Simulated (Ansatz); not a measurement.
Take Si (space group Ia-3, No. 206; a = 6.6016 Å) as the base.

Computed with PBEsol (Ansatz, a program for electronic structure; PAW; 420 eV plane waves; scalar-relativistic without spin-orbit coupling).

Now apply this change: an isotropic linear strain of +1.47 %, atoms relaxed at fixed cell.

Problem. Predict the new largest internal atomic displacement.

Solution. The largest internal atomic displacement amounts to 0.014 Å.

Problem. What happens to the energy relative to the base?

Solution. The energy increases by 9.4 meV/atom.

Whether these cells are dynamically stable was not tested. This is not the structure that Si has at room temperature and ambient pressure.
